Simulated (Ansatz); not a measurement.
MoSi2, response to strain

Consider MoSi$_{2}$ (space group I4/mmm, No. 139; relaxed with 0.1 eV smearing).

```
MoSi2
1.0
   -1.59504     1.59504     3.91100
    1.59504    -1.59504     3.91100
    1.59504     1.59504    -3.91100
Si Mo
2 1
Direct
  0.66495   0.66495   0.00000
  0.33505   0.33505   0.00000
  0.00000   0.00000   0.00000
```

Cartesian axes are those of the cell as printed.

Strains are applied to the cell and any free atomic positions relax.

Computed with Kohn–Sham DFT with the PBEsol functional, run in Ansatz (an electronic-structure program) with PAW and 420 eV plane waves, without spin-orbit coupling.

Notes on the quantities. energy relative to the base: free energy F.

```csv
case,energy relative to the base,shortest interatomic distance
base,0 meV/atom,2.580 Å
uniaxial strain ε_zz = −2.50 %,+14 meV/atom,2.523 Å
uniaxial strain ε_zz = −2.00 %,+9.1 meV/atom,2.535 Å
uniaxial strain ε_zz = −1.50 %,+5.1 meV/atom,2.546 Å
uniaxial strain ε_zz = −1.00 %,+2.2 meV/atom,2.558 Å
uniaxial strain ε_zz = −0.50 %,+0.5 meV/atom,2.569 Å
uniaxial strain ε_zz = +0.50 %,+0.5 meV/atom,2.592 Å
uniaxial strain ε_zz = +1.00 %,+2.1 meV/atom,2.602 Å
uniaxial strain ε_zz = +1.50 %,___,___
uniaxial strain ε_zz = +2.50 %,+12 meV/atom,2.612 Å
```

Task: Fill in the withheld entries from the trend.

Result: 
- uniaxial strain ε_zz = +1.50 %, energy relative to the base: +4.6 meV/atom
- uniaxial strain ε_zz = +1.50 %, shortest interatomic distance: 2.607 Å

Stability against distortions was not tested. All final runs are without spin polarisation.
